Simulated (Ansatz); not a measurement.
# Response to strain in BP

Start from BP in the zinc blende structure (space group F-43m, No. 216).

```yaml
crystal:
  lattice:
    - [0.00000, 2.24526, 2.24526]
    - [2.24526, 0.00000, 2.24526]
    - [2.24526, 2.24526, 0.00000]
  atoms:
    - { symbol: B, position: [0.00000, 0.00000, 0.00000] }
    - { symbol: P, position: [0.25000, 0.25000, 0.25000] }
```

Cartesian axes are those of the cell as printed.

Strains are applied to the cell and any free atomic positions relax; under biaxial strain the out-of-plane vector relaxes too.

All numbers come from LDA (Ansatz, a quantum-chemistry and plane-wave program), without spin-orbit coupling.

Notes on the quantities. pressure: mean of the normal stresses, compression positive.

```json
[
 {"change": "base", "pressure": "-0.1 kbar", "gap character": "–", "band gap": "1.14 eV", "out-of-plane strain": "–"},
 {"change": "biaxial strain −3.00 %, plane normal [001], relaxed out of plane", "pressure": "89.4 kbar", "gap character": "indirect, Γ → Γ–X (84 % along)", "band gap": "0.74 eV", "out-of-plane strain": "+1.41 %"},
 {"change": "biaxial strain −2.50 %, plane normal [001], relaxed out of plane", "pressure": "73.2 kbar", "gap character": "indirect, Γ → Γ–X (84 % along)", "band gap": "___", "out-of-plane strain": "+1.17 %"},
 {"change": "biaxial strain −2.00 %, plane normal [001], relaxed out of plane", "pressure": "57.6 kbar", "gap character": "indirect, Γ → Γ–X (84 % along)", "band gap": "0.88 eV", "out-of-plane strain": "+0.94 %"},
 {"change": "biaxial strain −1.00 %, plane normal [001], relaxed out of plane", "pressure": "27.8 kbar", "gap character": "indirect, Γ → Γ–X (84 % along)", "band gap": "1.01 eV", "out-of-plane strain": "+0.47 %"},
 {"change": "biaxial strain −0.50 %, plane normal [001], relaxed out of plane", "pressure": "13.6 kbar", "gap character": "indirect, Γ → Γ–X (84 % along)", "band gap": "1.08 eV", "out-of-plane strain": "+0.23 %"},
 {"change": "biaxial strain +0.50 %, plane normal [001], relaxed out of plane", "pressure": "-13.2 kbar", "gap character": "indirect, Γ → Γ–M (84 % along)", "band gap": "___", "out-of-plane strain": "-0.24 %"},
 {"change": "biaxial strain +1.00 %, plane normal [001], relaxed out of plane", "pressure": "-26.0 kbar", "gap character": "indirect, Γ → Γ–M (79 % along)", "band gap": "0.95 eV", "out-of-plane strain": "-0.47 %"},
 {"change": "biaxial strain +2.00 %, plane normal [001], relaxed out of plane", "pressure": "-50.2 kbar", "gap character": "indirect, Γ → Γ–M (79 % along)", "band gap": "0.75 eV", "out-of-plane strain": "-0.95 %"},
 {"change": "biaxial strain +3.00 %, plane normal [001], relaxed out of plane", "pressure": "-72.6 kbar", "gap character": "indirect, Γ → Γ–M (79 % along)", "band gap": "0.56 eV", "out-of-plane strain": "-1.42 %"}
]
```

Task: Some entries are withheld; estimate them.

Result: 
- biaxial strain −2.50 %, plane normal [001], relaxed out of plane, band gap: 0.81 eV
- biaxial strain +0.50 %, plane normal [001], relaxed out of plane, band gap: 1.04 eV

No phonon test of stability was made. k-point labels follow each cell's own Brillouin zone.
